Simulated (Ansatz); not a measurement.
## Band gap of Rb3AgSn3Se8 (P4/nbm, No. 125; cell taken from a computed entry) at several levels of theory

No measured value is used here.

```
level (code)            value (eV)
-------------------  -------------
LDA (Ansatz)                  1.04
PBEsol (Ansatz)               1.14
r²SCAN+SOC (Ansatz)  1.41 (direct)
HSE06 (Ansatz)                2.06
PBE0 (Ansatz)                 2.73
```

Computed values are for a static lattice. Levels without +SOC have no spin–orbit coupling; where heavier elements are present it shifts gaps, mostly down, and can invert bands.  r²SCAN+SOC: the gap is read on the k mesh or supercell of the run alone and can be too large. Values are at the PBEsol cell. Cutoffs and k meshes differ between the levels. Ansatz's density-functional and Hartree–Fock values are scalar-relativistic unless marked +SOC, with PAW data made under PBE.

Ansatz is a first-principles code.
